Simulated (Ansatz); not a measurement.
An Ansatz (a program for electronic structure) run: TiO2 with a change (uniaxial strain ε_zz = −2.40 %); PBE in Ansatz (plane waves to 420 eV, PAW, no spin-orbit coupling).

Input:

Ansatz 0.2 input:
```yaml
crystal:
  lattice:
    - [-1.8994077197, 1.8994077197, 4.733943556]
    - [1.8994077197, -1.8994077197, 4.733943556]
    - [1.8994077197, 1.8994077197, -4.733943556]
  atoms:
    - { symbol: Ti, position: [0.75, 0.25, 0.5] }
    - { symbol: Ti, position: [0, 0, 0] }
    - { symbol: O, position: [0.5435452411, 0.0435452411, 0.5] }
    - { symbol: O, position: [0.7935452411, 0.7935452411, 0] }
    - { symbol: O, position: [0.2064547589, 0.2064547589, 0] }
    - { symbol: O, position: [0.9564547589, 0.4564547589, 0.5] }
basis: { ecutwfc: 420, ecutrho_ratio: 4, xc_grid: 2, fft_grid_basis: typed }
kpoints: { mp_grid: { grid: [12, 12, 12] } }
hamiltonian:
  xc: pbe
  dispersion: none
  pseudopotentials: { kind: paw }
scf: { occupations: { method: fermi_dirac, width: 0.05 }, convergence: { dr2_threshold: 0.0000000006 } }
relax: { f_tol: 0.005, max_steps: 50 }
output: { forces: true, stress: true }
checkpoint: { write: state.ck, write_every: 1000 }
```

Output (explanatory and most iteration lines left out):

```
Relaxation: its limit of steps is 50 (relax.max_steps)
Pseudopotential: Ti, paw, valence charge 12
Pseudopotential: O, paw, valence charge 6
Crystal: 6 atoms, lattice volume = 68.316 Å³
Basis set: ecut = 420 eV, 1323 PW (Γ), exchange–correlation on 80×80×80 points (8 copies of the dense FFT grid, shifted against one another)
Bands: 30, of which v1, the nominal top of the filled ones, is band 24 counted from 1 (23 counted from 0)
Symmetry: 16 space group operations
Space group: I41/amd (ITA 141), of the structure as read, at distance tolerance 4.1e-5 Å
k-points: 163 of 1728
Functional: x = pbe(κ = 0.804, μ = 0.2195149727645171), c = pbe(β = 0.06672455060314922)
SCF iter   1: F=—  HF=-7277.448408 eV  |F-HF|=—  |Δ(HF+E_count)|=         —  Δρ=3.52e-3  dr2=3.33e-3  ethr=1.77e-3  ⟨swp⟩=4.7  Hψ=19973  notcnv=0
SCF iter   2: F=—  HF=-7277.450124 eV  |F-HF|=—  |Δ(HF+E_count)|=   1.72e-3  Δρ=2.66e-3  dr2=3.52e-3  ethr=6.93e-6  ⟨swp⟩=2.7  Hψ=10328  notcnv=0  defer=255
SCF 1 converged in 8 iterations: F = -7277.450100 eV  dr2 = 1.08e-11
relax step   1: F+E_penalty+E_count = -7277.45009993 eV  Δ(F+E_penalty+E_count) = +0.000e0 eV  max|allowed force component| = 4.635e-1 eV/Å  Δτ_max = 0.0000 Å  (8 SCF iters, accepted)
Crystal: 6 atoms, lattice volume = 68.316 Å³
SCF iter   1: F=—  HF=-7277.468762 eV  |F-HF|=—  |Δ(HF+E_count)|=         —  Δρ=1.58e-3  dr2=1.49e-3  ethr=2.96e-6  ⟨swp⟩=2.0  Hψ=14900  notcnv=0  defer=253
SCF iter   2: F=—  HF=-7277.468272 eV  |F-HF|=—  |Δ(HF+E_count)|=   4.90e-4  Δρ=6.01e-4  dr2=1.40e-4  ethr=2.96e-6  ⟨swp⟩=2.0  Hψ=6949  notcnv=0  defer=253
SCF 2 converged in 7 iterations: F = -7277.468194 eV  dr2 = 1.11e-10
relax step   2: F+E_penalty+E_count = -7277.46819375 eV  Δ(F+E_penalty+E_count) = -1.809e-2 eV  max|allowed force component| = 2.458e-1 eV/Å  Δτ_max = 0.0128 Å  (7 SCF iters, accepted)
Crystal: 6 atoms, lattice volume = 68.316 Å³
SCF iter   1: F=—  HF=-7277.476385 eV  |F-HF|=—  |Δ(HF+E_count)|=         —  Δρ=1.80e-3  dr2=1.90e-3  ethr=4.09e-5  ⟨swp⟩=2.8  Hψ=11238  notcnv=0  defer=252
SCF iter   2: F=—  HF=-7277.475772 eV  |F-HF|=—  |Δ(HF+E_count)|=   6.13e-4  Δρ=7.16e-4  dr2=2.20e-4  ethr=3.97e-6  ⟨swp⟩=2.1  Hψ=7967  notcnv=0  defer=251
SCF 3 converged in 7 iterations: F = -7277.475714 eV  dr2 = 5.49e-11
relax step   3: F+E_penalty+E_count = -7277.47571424 eV  Δ(F+E_penalty+E_count) = -7.520e-3 eV  max|allowed force component| = 1.271e-2 eV/Å  Δτ_max = 0.0147 Å  (7 SCF iters, accepted)
Crystal: 6 atoms, lattice volume = 68.316 Å³
SCF iter   1: F=—  HF=-7277.475773 eV  |F-HF|=—  |Δ(HF+E_count)|=         —  Δρ=9.94e-5  dr2=5.81e-6  ethr=1.22e-7  ⟨swp⟩=2.2  Hψ=10127  notcnv=0  defer=251
SCF iter   2: F=—  HF=-7277.475736 eV  |F-HF|=—  |Δ(HF+E_count)|=   3.70e-5  Δρ=4.03e-5  dr2=6.88e-7  ethr=1.21e-8  ⟨swp⟩=2.0  Hψ=8013  notcnv=0  defer=251
SCF 4 converged in 6 iterations: F = -7277.475735 eV  dr2 = 2.40e-11
relax step   4: F+E_penalty+E_count = -7277.47573545 eV  Δ(F+E_penalty+E_count) = -2.122e-5 eV  max|allowed force component| = 2.676e-4 eV/Å  Δτ_max = 0.0008 Å  (6 SCF iters, accepted)
SCF converged after 6 iterations
Free energy (F): -7277.475735 eV
Internal energy: -7277.475735 eV  (E = F + TS)
E sigma→0 (E₀):  -7277.475735 eV
Fermi energy:    8.404736 eV
--- Forces (eV/Å), atoms counted from 1 ---
  atom   1  Ti     0.00000000     0.00000000     0.00000000
  atom   2  Ti    -0.00000000     0.00000000    -0.00000000
  atom   3  O     -0.00000000    -0.00000000    -0.00026763
  atom   4  O      0.00000000     0.00000000    -0.00026763
  atom   5  O      0.00000000     0.00000000     0.00026763
  atom   6  O     -0.00000000    -0.00000000     0.00026763
--- Stress (GPa, compression-positive) ---
        3.502711      -0.000000       0.000000
       -0.000000       3.502711      -0.000000
        0.000000      -0.000000       4.670221
  P = ⅓ Tr σ = 3.8919 GPa (38.919 kbar)
--- Relaxed structure (4 steps of the walk, 4 accepted, 0 SCFs on fresh bases) ---
  atoms:
    - { symbol: Ti, position: [0.75, 0.25000000000000006, 0.5] }
    - { symbol: Ti, position: [1.5268484716248061e-19, 1.5268484716248052e-19, -5.710145552793697e-35] }
    - { symbol: O, position: [0.5405532268470794, 0.040553226847079446, 0.5] }
    - { symbol: O, position: [0.7905532268470796, 0.7905532268470796, -7.571719016247827e-35] }
    - { symbol: O, position: [0.20944677315292057, 0.20944677315292057, 1.2865981135716665e-34] }
    - { symbol: O, position: [0.9594467731529205, 0.4594467731529205, 0.5] }
```

No phonon test of stability was made. All final runs are without spin polarisation. The cell was made from TiO2 in the anatase structure (space group I4_1/amd, No. 141) by this change: uniaxial strain ε_zz = −2.40 %.
